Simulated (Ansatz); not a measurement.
Consider NaI in the rock salt structure (space group Fm-3m, No. 225; a = 6.402 Å). Axes: x, y, z lie along the cube axes.

Structures relaxed with PBEsol (Ansatz, a first-principles code, PAW, spin-orbit coupling left out).

Base:

Simulated powder pattern, Cu Kα1, λ = 1.54056 Å (kinematic, ideal powder, no thermal factors, no anomalous dispersion; the 10 strongest lines at most, above 2 %, up to 2θ = 90°):

| 2θ (°) | I/Imax (%) | hkl |
|---|---|---|
| 24.06 | 87 | (111) |
| 27.85 | 100 | (200) |
| 39.79 | 76 | (220) |
| 47.04 | 42 | (311) |
| 49.26 | 27 | (222) |
| 57.54 | 12 | (400) |
| 63.26 | 18 | (331) |
| 65.11 | 34 | (420) |
| 72.23 | 25 | (422) |
| 77.39 | 14 | (511) |

It is then changed as follows: tensile biaxial strain of 3.00 % in the plane normal to [001], as in epitaxy on a mismatched substrate; the out-of-plane cell vector and the atoms relax.

Problem. Predict the new powder pattern.

Solution. 
Simulated powder pattern, Cu Kα1, λ = 1.54056 Å (kinematic, ideal powder, no thermal factors, no anomalous dispersion; the 10 strongest lines at most, above 2 %, up to 2θ = 90°):

```tsv
2θ (°)	I/Imax (%)	hkl
23.69	100	(111)
27.02	80	(200)
28.19	36	(002)
38.59	30	(220)
39.45	57	(202)
45.78	34	(311)
47.27	15	(113)
48.47	31	(222)
62.99	14	(420)
70.39	20	(422)
```

The indices refer to the base's conventional cell; one index is shown for lines that coincide. The space group is now I4/mmm (No. 139).

Stability against distortions was not tested.
